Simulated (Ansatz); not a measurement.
Abridged Ansatz (a program for electronic structure) output:

```
Relaxation: its limit of steps is 30 (relax.max_steps)
Pseudopotential: W, paw, valence charge 14
Pseudopotential: Se, paw, valence charge 16
Crystal: 6 atoms, lattice volume = 119.052 Å³
Basis set: ecut = 420 eV, 2347 PW (Γ), exchange–correlation on 48×48×180 points (8 copies of the dense FFT grid, shifted against one another)
Bands: 55, of which v1, the nominal top of the filled ones, is band 45 counted from 1 (44 counted from 0)
Symmetry: 24 space group operations
k-points: 90 of 1024
Functional: x = pbe(κ = 0.804, μ = 0.2195149727645171), c = pbe(β = 0.06672455060314922)
SCF iter   1: F=—  HF=-42671.201043 eV  |F-HF|=—  |Δ(HF+E_count)|=         —  Δρ=5.57e-2  dr2=1.13e1  ethr=3.10e-3  ⟨swp⟩=6.7  Hψ=18113  notcnv=0
SCF iter   2: F=—  HF=-42669.958040 eV  |F-HF|=—  |Δ(HF+E_count)|=    1.24e0  Δρ=3.74e-2  dr2=5.38e0  ethr=3.10e-3  ⟨swp⟩=4.0  Hψ=11571  notcnv=0  defer=189
SCF 1 converged in 10 iterations: F = -42668.914093 eV  dr2 = 2.23e-10
relax step   1: F+E_penalty+E_count = -42668.91409251 eV  Δ(F+E_penalty+E_count) = +0.000e0 eV  max|allowed force component| = 1.271e-1 eV/Å  Δτ_max = 0.0000 Å  (10 SCF iters, accepted)
Crystal: 6 atoms, lattice volume = 119.052 Å³
SCF iter   1: F=—  HF=-42668.915228 eV  |F-HF|=—  |Δ(HF+E_count)|=         —  Δρ=3.14e-3  dr2=1.78e-2  ethr=2.02e-5  ⟨swp⟩=1.0  Hψ=13841  notcnv=0  defer=157
SCF iter   2: F=—  HF=-42668.913857 eV  |F-HF|=—  |Δ(HF+E_count)|=   1.37e-3  Δρ=1.55e-3  dr2=5.78e-3  ethr=1.96e-5  ⟨swp⟩=3.3  Hψ=9431  notcnv=0  defer=157
SCF 2 converged in 8 iterations: F = -42668.912660 eV  dr2 = 7.60e-11
relax step   2: F+E_penalty+E_count = -42668.91266008 eV  Δ(F+E_penalty+E_count) = +1.432e-3 eV  max|allowed force component| = 1.678e-1 eV/Å  Δτ_max = 0.0167 Å  (8 SCF iters, rejected (line search))
Crystal: 6 atoms, lattice volume = 119.052 Å³
SCF iter   1: F=—  HF=-42668.916755 eV  |F-HF|=—  |Δ(HF+E_count)|=         —  Δρ=1.82e-3  dr2=5.81e-3  ethr=6.55e-5  ⟨swp⟩=2.9  Hψ=8792  notcnv=0  defer=159
SCF iter   2: F=—  HF=-42668.916345 eV  |F-HF|=—  |Δ(HF+E_count)|=   4.11e-4  Δρ=9.23e-4  dr2=2.13e-3  ethr=6.40e-6  ⟨swp⟩=3.0  Hψ=10342  notcnv=0  defer=160
SCF 3 converged in 8 iterations: F = -42668.915890 eV  dr2 = 1.41e-11
relax step   3: F+E_penalty+E_count = -42668.91589012 eV  Δ(F+E_penalty+E_count) = -1.798e-3 eV  max|allowed force component| = 9.526e-4 eV/Å  Δτ_max = 0.0070 Å  (8 SCF iters, accepted)
SCF converged after 8 iterations
[...]
Internal energy: -42668.906855 eV  (E = F + TS)
E sigma→0 (E₀):  -42668.911373 eV
Entropy (-TS):   -0.009035 eV (-1.506 meV/atom)
Fermi energy:    12.063691 eV
  E_disp       = -2.854509  (pairwise vdW)
--- Forces (eV/Å), atoms counted from 1 ---
  atom   1  W     -0.00000000     0.00000000     0.00000000
  atom   2  W     -0.00000000    -0.00000000     0.00000000
  atom   3  Se     0.00000000     0.00000000    -0.00095257
  atom   4  Se    -0.00000000    -0.00000000    -0.00095257
  atom   5  Se    -0.00000000    -0.00000000     0.00095257
  atom   6  Se     0.00000000     0.00000000     0.00095257
--- Stress (GPa, compression-positive) ---
        2.847564      -0.000000       0.000000
       -0.000000       2.847564       0.000000
        0.000000       0.000000      -0.472292
  P = ⅓ Tr σ = 1.7409 GPa (17.409 kbar)
--- Relaxed structure (3 steps of the walk, 2 accepted, 0 SCFs on fresh bases) ---
  atoms:
    - { symbol: W, position: [0.3333333333333333, 0.6666666666666666, 0.24999999999999997] }
    - { symbol: W, position: [0.6666666666666666, 0.33333333333333326, 0.75] }
    - { symbol: Se, position: [0.3333333333333333, 0.6666666666666666, 0.6177196181238827] }
    - { symbol: Se, position: [0.6666666666666666, 0.33333333333333326, 0.11771961812388278] }
    - { symbol: Se, position: [0.6666666666666666, 0.33333333333333326, 0.3822803818761171] }
    - { symbol: Se, position: [0.3333333333333333, 0.6666666666666666, 0.882280381876117] }
```

**Question.** What was computed, and what are the main results?

**Answer.** WSe2, 6 atoms in the cell, with Kohn–Sham DFT with the PBE-D3(BJ) functional, run in Ansatz with PAW and 420 eV plane waves, no spin-orbit coupling, earlier PAW set. The last SCF converged to F = -42668.915890 eV, or -7111.4860 eV per atom. The total energy compares only with runs of the same code, potentials and settings.

Charged cell with a jellium background: band edges are those of the host's band count, energies are not comparable with the neutral cell, and many-body gap narrowing is missing. With W present, leaving out spin-orbit coupling can change the band edges. No phonon test of stability was made. The cell was made from WSe2 in the 2H-MoS2 type structure (space group P6_3/mmc, No. 194; layered, stacked along the Cartesian z axis) by this change: holes 1.0×10^22 cm⁻³.

Keys are those of Ansatz 0.2.
